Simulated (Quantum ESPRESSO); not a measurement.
A self-consistent single point of Cr3SnN (Pm-3m, 5 atoms in the cell) with Quantum ESPRESSO.

Method: LDA (PZ), GBRV 1.5 ultrasoft (LDA) pseudopotentials (plane waves; Quantum ESPRESSO 7.5).

```yaml
crystal:
  lattice:
    - [3.93689, 0.00000, 0.00000]
    - [0.00000, 3.93689, 0.00000]
    - [0.00000, 0.00000, 3.93689]
  atoms:
    - { symbol: Cr, position: [0.50000, 0.00000, 0.50000], spin: 3.0 }
    - { symbol: Cr, position: [0.00000, 0.50000, 0.50000], spin: 3.0 }
    - { symbol: Cr, position: [0.50000, 0.50000, 0.00000], spin: 3.0 }
    - { symbol: Sn, position: [0.00000, 0.00000, 0.00000] }
    - { symbol: N, position: [0.50000, 0.50000, 0.50000] }
```
(The spins are starting values, not results.)

Reference input (self-consistent single point, DFT, PBEsol, plane waves, SSSP 1.1.2 efficiency (PBE) pseudopotentials): ecutwfc = 50 Ry; ecutrho = 400 Ry; occupations = smearing; smearing = gauss; degauss = 0.0073499 Ry; nspin = 2; input_dft = pbesol; potentials = {Cr: cr_pbe_v1.5.uspp.F.UPF, Sn: Sn_pbe_v1.uspp.F.UPF, N: N.pbe-n-radius_5.UPF}; K_POINTS = automatic 7 7 7 0 0 0; conv_thr = 1e-10 Ry; mixing_beta = 0.3. This run's input differs from it in these lines:

```diff
@@ -20,3 +20,2 @@
   starting_magnetization(1) = 0.214
-  input_dft = 'pbesol'
 /
@@ -27,5 +26,5 @@
 ATOMIC_SPECIES
-Cr    51.9961  cr_pbe_v1.5.uspp.F.UPF
-Sn   118.7100  Sn_pbe_v1.uspp.F.UPF
-N     14.0070  N.pbe-n-radius_5.UPF
+Cr    51.9961  cr_lda_v1.5.uspp.F.UPF
+Sn   118.7100  sn_lda_v1.4.uspp.F.UPF
+N     14.0070  n_lda_v1.2.uspp.F.UPF
 ATOMIC_POSITIONS angstrom
```

Log, with long lists cut:

```
     Self-consistent Calculation

     iteration #  1     ecut=    50.00 Ry     beta= 0.30

     negative rho (up, down):  1.702E-03 1.656E-03

     total energy              =    -704.45236719 Ry
     estimated scf accuracy    <       7.05880616 Ry

     total magnetization       =     2.30 Bohr mag/cell
     absolute magnetization    =     2.67 Bohr mag/cell

     iteration #  2     ecut=    50.00 Ry     beta= 0.30

     negative rho (up, down):  1.069E-03 1.967E-03

     total energy              =    -705.48311099 Ry
     estimated scf accuracy    <       0.62949529 Ry

     total magnetization       =     5.48 Bohr mag/cell
   [... lines left out ...]
     estimated scf accuracy    <          3.9E-10 Ry

     total magnetization       =     0.46 Bohr mag/cell
     absolute magnetization    =     0.51 Bohr mag/cell

     iteration # 34     ecut=    50.00 Ry     beta= 0.30

     negative rho (up, down):  1.014E-03 1.313E-03

     Magnetic moment per site  (integrated on atomic sphere of radius R)
     atom   1 (R=0.206)  charge= 10.9529  magn=  0.1331
     atom   2 (R=0.206)  charge= 10.9529  magn=  0.1331
     atom   3 (R=0.206)  charge= 10.9529  magn=  0.1331
     atom   4 (R=0.292)  charge= 11.8211  magn= -0.0082
     atom   5 (R=0.206)  charge=  4.3414  magn= -0.0124
     End of self-consistent calculation

     the Fermi energy is    17.3349 ev

!    total energy              =    -705.59686999 Ry
     estimated scf accuracy    <          6.1E-12 Ry
     smearing contrib. (-TS)   =      -0.00235325 Ry
     internal energy E=F+TS    =    -705.59451674 Ry

     total magnetization       =     0.46 Bohr mag/cell
     absolute magnetization    =     0.51 Bohr mag/cell

     convergence has been achieved in  34 iterations

     negative rho (up, down):  1.014E-03 1.313E-03

     Forces acting on atoms (cartesian axes, Ry/au):

     atom    1 type  1   force =     0.00000000    0.00000000    0.00000000
   [... zero for the other atoms too ...]

     Total force =     0.000000     Total SCF correction =     0.000000

     negative rho (up, down):  1.014E-03 1.313E-03
          total   stress  (Ry/bohr**3)                   (kbar)     P=     -171.35
  -0.00116481   0.00000000   0.00000000         -171.35        0.00        0.00
   0.00000000  -0.00116481   0.00000000            0.00     -171.35        0.00
   0.00000000   0.00000000  -0.00116481            0.00        0.00     -171.35

   JOB DONE.
```

The run converged in 34 iterations. Against the reference run the pressure goes from -8.99 to -17.13 GPa and the size of the net moment goes from 0.47 to 0.09 μB/atom.

The starting cell comes from a database of computed structures (which also holds hypothetical and non-ambient phases and stackings), without a prior relaxation at this level. The moments shrank to a small part of their start, a low-spin state that need not be the lowest. With a pressure of about -17 GPa the cell is away from its equilibrium volume at this level.

Cost on one core of a shared machine: roughly 2 min.
